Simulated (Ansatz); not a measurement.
The parent structure is GeSe (space group P6_3mc, No. 186; a hypothetical phase, not in the database extracts checked).

```xyz
4
Lattice="4.7103 0.0000 0.0000 -2.3552 4.0793 0.0000 0.0000 0.0000 5.6848" Properties=species:S:1:pos:R:3 pbc="T T T"
Ge     2.3552     1.3598     0.2365
Ge     0.0000     2.7195     3.0789
Se     2.3552     1.3598     3.3177
Se     0.0000     2.7195     0.4753
```

Cartesian axes are those of the cell as printed.

All numbers come from PBEsol, PAW, 420 eV (Ansatz, a first-principles code; no SOC), earlier PAW set.

For the base:

| Property | Value |
|---|---|
| Shortest interatomic distance | 4.920 bohr |
| Band gap | 0.54 eV |
| Smallest direct gap | 0.89 eV |

Perturbation: a free-standing slab of 3 layers (12 atoms, 4 a layer) is cut normal to the y axis, with 15 Å of vacuum and the in-plane cell held at bulk.

Question: Predict the new shortest interatomic distance, band gap, gap character, smallest direct gap and excess energy per area of both faces.

Answer: The shortest interatomic distance shrinks by 0.340 bohr to 4.580 bohr; the band gap shrinks by 0.29 eV, from 0.54 eV to 0.25 eV; the gap character comes out as indirect, k = (0.429, 0, 0) in the run's primitive reciprocal basis → Z; the smallest direct gap rises by 0.28 eV (0.89 eV → 1.17 eV); the excess energy per area of both faces (slab less bulk energy over the cell's area: twice a surface energy) amounts to 0.34 J/m².

The excess energy carries the mismatch between the slab's and the bulk's meshes. No phonon test of stability was made. The zero or small gap of GeSe can change with the level of theory. Labels are those of the standard path for the cell's own space group.
